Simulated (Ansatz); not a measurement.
The starting structures come from a database of crystals and need not be the phases stable at ambient conditions.

## Evanescent states of GaSe (R3m, not sure to be the ambient phase, 4 atoms a cell, 24.5 Å³ an atom) along the normal of (101)

Calculation: PBEsol (plane waves, PAW; Ansatz, a quantum-chemistry and plane-wave program).

No gap correction and no spin-orbit coupling; mid-gap values are interpolated between computed energies.

Energies count from the valence-band top; κ is the least over a 8×4 mesh across the current.

```tsv
E (eV)	κ (1/Å)	where
0.03	0.075	off Γ
0.07	0.099	off Γ
0.12	0.102	off Γ
0.17	0.101	off Γ
0.23	0.099	off Γ
0.28	0.096	off Γ
0.33	0.092	off Γ
0.38	0.087	off Γ
0.42	0.082	off Γ
0.47	0.076	off Γ
0.53	0.068	off Γ
0.57	0.059	off Γ
0.62	0.048	off Γ
0.68	0.031	off Γ
```

### Question
How thick must the barrier be to attenuate the transmission by 10^8 when the electrodes' Fermi level lies at 0.57 eV, and what attenuation does that film give at 0.23 eV?

### Answer
d = 8 ln 10 / (2 × 0.059) = 156.1 Å. At 0.23 eV it gives 8 × 0.099/0.059 = 13.4 decades.
